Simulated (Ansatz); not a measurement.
Checking a run of Ansatz (a program for electronic structure) on SiC2N4 (Pn-3m, 14 atoms in the cell). The aim is a self-consistent single point with DFT, LDA (PW92), plane waves, default PAW files made with PBE.

The input file:

Ansatz 0.2 input:
```yaml
crystal:
  lattice:
    - [6.68438000, 0.00000000, 0.00000000]
    - [0.00000000, 6.68438000, 0.00000000]
    - [0.00000000, 0.00000000, 6.68438000]
  atoms:
    - { symbol: Si, position: [0.50000000, 0.50000000, 0.50000000] }
    - { symbol: Si, position: [0.00000000, 0.00000000, 0.00000000] }
    - { symbol: C, position: [0.75000000, 0.25000000, 0.25000000] }
    - { symbol: C, position: [0.25000000, 0.25000000, 0.75000000] }
    - { symbol: C, position: [0.25000000, 0.75000000, 0.25000000] }
    - { symbol: C, position: [0.75000000, 0.75000000, 0.75000000] }
    - { symbol: N, position: [0.14554000, 0.85446000, 0.14554000] }
    - { symbol: N, position: [0.64554000, 0.64554000, 0.64554000] }
    - { symbol: N, position: [0.85446000, 0.14554000, 0.14554000] }
    - { symbol: N, position: [0.35446000, 0.35446000, 0.64554000] }
    - { symbol: N, position: [0.14554000, 0.14554000, 0.85446000] }
    - { symbol: N, position: [0.64554000, 0.35446000, 0.35446000] }
    - { symbol: N, position: [0.85446000, 0.85446000, 0.85446000] }
    - { symbol: N, position: [0.35446000, 0.64554000, 0.35446000] }
basis:
  ecutrho_ratio: 2
kpoints:
  mp_grid:
    grid: [5, 5, 5]
hamiltonian:
  xc: lda
  pseudopotentials:
    kind: paw
scf:
  occupations:
    method: fixed
output:
  forces: true
  eigenvalues: true
  stress: true
```

Output, abridged:

```
WARN basis.ecutwfc = 420 eV, the default
WARN basis.ecutrho_ratio = 2 (ecutrho = 840 eV) is below the records' recommended cutoff
   [... lines left out ...]
Crystal: 14 atoms, lattice volume = 298.664 Å³
Basis set: ecut = 420 eV, 5743 PW (Γ)
Bands: 46, of which v1, the nominal top of the filled ones, is band 32 counted from 1 (31 counted from 0)
Symmetry: 48 space group operations
Space group: Pn-3m (ITA 224), of the structure as read, at distance tolerance 6.7e-5 Å
k-points: 10 of 125
PAW frozen core: Si, regenerated for the run's functional, and the local potential with it
PAW frozen core: C, regenerated for the run's functional, and the local potential with it
PAW frozen core: N, regenerated for the run's functional, and the local potential with it
Initial density: superposition of atomic densities (neutral atoms: chi_scale 0, normalization atom), corrected by the library's trained network
Initial wavefunctions: pseudopotential atomic-orbital guess
Eigensolver: davidson
Functional: x = slater, c = lda
SCF iter   1: F=—  HF=-5182.228205 eV  |F-HF|=—  |Δ(HF+E_count)|=         —  Δρ=7.43e-3  dr2=1.46e-1  ethr=1.77e-3  ⟨swp⟩=5.5  Hψ=2057  notcnv=0  defer=103
all-band conjugate gradients solve this SCF's bands
preconditioner: auto → Resta (q_TF=auto, 2.111 Å⁻¹)
SCF iter   2: F=—  HF=-5182.207432 eV  |F-HF|=—  |Δ(HF+E_count)|=   2.08e-2  Δρ=3.15e-3  dr2=1.89e-2  ethr=2.28e-4  ⟨swp⟩=2.0  Hψ=803  notcnv=0  defer=114
   [... lines left out ...]
SCF iter   5: F=—  HF=-5182.206133 eV  |F-HF|=—  |Δ(HF+E_count)|=   1.73e-5  Δρ=7.00e-5  dr2=1.74e-5  ethr=4.69e-7  ⟨swp⟩=2.0  Hψ=581  notcnv=0  defer=115
SCF iter   6: F=—  HF=-5182.206144 eV  |F-HF|=—  |Δ(HF+E_count)|=   1.05e-5  Δρ=1.07e-5  dr2=2.93e-7  ethr=2.72e-8  ⟨swp⟩=3.0  Hψ=789  notcnv=0  defer=89
SCF iter   7: F=-5182.206144 eV  HF=-5182.206144 eV  |F-HF|=3.18e-9  |Δ(HF+E_count)|=   2.10e-7  Δρ=1.56e-6  dr2=7.93e-9  ethr=1.56e-10  ⟨swp⟩=16.1  Hψ=3226  notcnv=0
SCF 1 converged in 7 iterations: F = -5182.206144 eV  dr2 = 7.93e-9
Free energy (F): -5182.206144 eV
Internal energy: -5182.206144 eV  (E = F + TS)
E sigma→0 (E₀):  -5182.206144 eV
Fermi energy:    -1.099171 eV
--- Forces (eV/Å), atoms counted from 1 ---
  atom   1  Si     0.00000000     0.00000000     0.00000000
  atom   2  Si     0.00000000     0.00000000     0.00000000
  atom   3  C      0.00000000     0.00000000     0.00000000
  atom   4  C      0.00000000     0.00000000     0.00000000
  atom   5  C      0.00000000     0.00000000    -0.00000000
  atom   6  C      0.00000000    -0.00000000    -0.00000000
  atom   7  N      0.17773824    -0.17773824     0.17773824
  atom   8  N      0.17773824     0.17773824     0.17773824
   [... lines left out ...]
  P = ⅓ Tr σ = -2.6386 GPa (-26.386 kbar)
  The stress holds the Pulay correction, which leaves out the density cutoff's part. Without it, at fixed plane waves, as pw.x and ABINIT print it …
settings of this run that can trade accuracy for cost: basis.ecutrho_ratio < 4. Do not mix this run's numbers with those of runs without the same settings …
```

Question: Can these results be used? Check the input.

Answer: The results are close to the sound ones and would serve for rough work. The doubtful point is a density cutoff or grid that is too coarse. The charge density holds wave vectors up to twice those of the orbitals (four times the energy cutoff), and augmentation charges need more still. The run converged in 7 iterations without an error; against the sound input the free energy falls by 1.1 meV/atom, the pressure hardly changes (-2.74 to -2.64 GPa), the largest force moves little (0.311 to 0.308 eV/Å) and the gap on the mesh hardly changes (4.169 to 4.170 eV). The full log also holds (shortened here): “WARN basis.ecutrho_ratio = 2 (ecutrho = 840 eV) is below the records' recommended cutoff”. At a fixed set of plane waves, without the program's Pulay estimate, the pressure is -3.08 GPa against -3.17 GPa.

The sound input it was made from differs as follows (other fixes are possible):
```diff
-basis:
-  ecutrho_ratio: 2
```

With that input, the run converged in 7 iterations: free energy E − TS (on the zero of these files) -5182.1902 eV; top of the valence band (on the code's own zero) -1.10 eV; gap on the k-point mesh 4.17 eV; pressure -2.74 GPa; largest force (vector length) 0.311 eV/Å (DFT, LDA (PW92), plane waves, default PAW files made with PBE).

On the sound input: the starting cell comes from a database of computed structures (which also holds hypothetical and non-ambient phases and stackings), without a prior relaxation at this level. Ansatz's pressure includes its estimate of the finite-basis (Pulay) stress.
